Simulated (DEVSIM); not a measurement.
Structure: Schottky contact on n-type GaAs, at 300 K.

| layer (left to right) | material | thickness (μm) | Nd (cm⁻³) | τn (s) | τp (s) |
|---|---|---|---|---|---|
| 1 | GaAs | 0.380 | 1.3e16 | 1.8e-9 | 1.8e-9 |

Left contact: Schottky, work function 5.17 eV, emission velocity 1.5e6 cm/s. Right contact: ohmic. Voltage is applied to the left contact. Recombination: SRH at mid-gap, radiative, Auger. Mobility is μmin + (μ − μmin)/(1 + (N/Nref)^α).

The device is made up for the run: typed textbook-type constants, with dimensions and the other settings drawn at random. Values at 300 K; Nc and Nv go as T^1.5, mobilities as T to minus their exponent, the gap by Varshni's rule with the affinity fixed.

| parameter | GaAs |
|---|---|
| gap (eV) | 1.424 |
| affinity (eV) | 4.07 |
| permittivity | 12.9 |
| Nc (cm⁻³) | 4.7e17 |
| Nv (cm⁻³) | 9e18 |
| μn (cm²/Vs) | 8500 |
| μp (cm²/Vs) | 400 |
| μn,min | 500 |
| μp,min | 20 |
| Nref,n | 6e16 |
| Nref,p | 1.5e17 |
| αn | 0.39 |
| αp | 0.38 |
| T exponent of μn | 2.1 |
| T exponent of μp | 2.2 |
| B (cm³/s) | 2e-10 |
| Cn (cm⁶/s) | 1e-30 |
| Cp (cm⁶/s) | 1e-30 |
| Varshni α (eV/K) | 0.000541 |
| Varshni β (K) | 204 |

Model (solved in DEVSIM): 1D drift-diffusion, Boltzmann statistics, complete ionisation; no tunnelling, impact ionisation, image-force lowering or self-heating. Metal contacts follow the ideal Schottky-Mott rule: no Fermi-level pinning, no interface dipoles.

The temperature was swept, all else fixed.

| temperature (K) | potential step across the device at zero bias (V) | dark forward voltage at 1 A/cm² (V) | largest field in the device at zero bias (V/cm) | dark forward voltage at 100 A/cm² (V) |
|---|---|---|---|---|
| 250 | 1.029 | ? | 61000 | ? |
| 300 | 1.007 | 0.799 | 60000 | 0.919 |
| 350 | 0.985 | 0.742 | 59000 | 0.882 |
| 400 | 0.961 | 0.682 | 58000 | 0.843 |
| 450 | 0.937 | 0.613 | 59000 | 0.798 |
| 500 | 0.912 | 0.528 | 65000 | 0.741 |

Question: Complete the blanks.

Answer: 
- 250, dark forward voltage at 1 A/cm² (V): 0.855
- 250, dark forward voltage at 100 A/cm² (V): 0.955
